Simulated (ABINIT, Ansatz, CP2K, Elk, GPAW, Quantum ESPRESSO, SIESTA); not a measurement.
Code comparison for InSe (C2/m, 4 atoms in the cell)

Self-consistent single point.

```
InSe
1.0
    5.82639    -2.05465     0.00000
    5.82639     2.05465     0.00000
   -1.72323     0.00000     4.77135
In Se
2 2
Direct
  0.11180   0.11180   0.95316
  0.88820   0.88820   0.04684
  0.33907   0.33907   0.33104
  0.66093   0.66093   0.66896
```

Shared settings, as Ansatz (a first-principles code) writes them: kpoints.mp_grid.grid = 5 5 4; scf.occupations.method = fixed. Potentials and cutoffs stand in the table.

```csv
code,model,pressure (GPa),largest force (eV/Å),gap on the mesh (eV),cutoff
SIESTA,"LDA PW92, numerical atomic orbitals DZP, PseudoDojo LDA standard norm-conserving potentials (rewritten from UPF to PSML)",-1.62,0.445,1.091,grid 300 Ry
CP2K,"LDA (Pade form), GPW, DZVP-MOLOPT-SR-GTH basis, GTH-PADE potentials (GTH_POTENTIALS)",-2.27,0.046,0.963,grid 500 Ry
Quantum ESPRESSO,"LDA (PZ), GBRV 1.5 ultrasoft (LDA) pseudopotentials",-3.37,0.094,0.962,40 Ry
GPAW,"LDA (Perdew-Wang 92), GPAW PAW datasets LDA (gpaw-data 1.0.1)",-3.14,0.118,0.972,550 eV
Elk,"LDA (PW92), all-electron FP-LAPW, Elk's shipped species files, APW+lo basis with extra local orbitals",–,–,0.977,rgkmax 7.5
Ansatz,"LDA (PW92), PAW files made with PBE",-2.81,0.095,0.973,30.9 Ry
ABINIT,"LDA (PW92), norm-conserving pseudopotentials (PseudoDojo nc-sr-04 LDA standard)",-2.80,0.093,0.967,43 Ha
```

Size of the force on each atom (eV/Å): Sizes of forces hide their directions.

| code | In1 | In2 | Se3 | Se4 |
|---|---|---|---|---|
| SIESTA | 0.445 | 0.445 | 0.309 | 0.309 |
| CP2K | 0.046 | 0.046 | 0.037 | 0.037 |
| Quantum ESPRESSO | 0.069 | 0.069 | 0.094 | 0.094 |
| GPAW | 0.083 | 0.083 | 0.118 | 0.118 |
| Ansatz | 0.082 | 0.082 | 0.095 | 0.095 |
| ABINIT | 0.068 | 0.068 | 0.093 | 0.093 |

A dash marks a value that a program does not give, or that is left out as unsure.

Gaps are read on the mesh.

The spread over the programs that give each value: pressure within 1.75 GPa; largest force within 0.399 eV/Å; gap on the mesh within 0.129 eV.

SIESTA and CP2K use small atom-centred bases, whose incompleteness enters pressures, forces and empty levels differently from a plane-wave cutoff. Elk treats all electrons, but the usual bases taken here (sphere radii, linearisation, local orbitals, empty states) were not tested for convergence, so the values are no reference for the others. Ansatz's pressure is given at a fixed set of plane waves, as the other plane-wave codes print theirs. The same LDA comes in different parametrisations, which differ slightly. In the pressure, SIESTA (by 1.35) lies more than 1 GPa from the median of the plane-wave programs. In the gap, SIESTA (by 0.121) lies more than 0.12 eV from the median of the plane-wave programs. In the force vectors, SIESTA (by 0.520) lies more than 0.08 eV/Å from the median of the plane-wave programs.

The starting cell comes from a database of computed structures (which also holds hypothetical and non-ambient phases and stackings), without a prior relaxation at this level.

Keys are those of Ansatz 0.2.
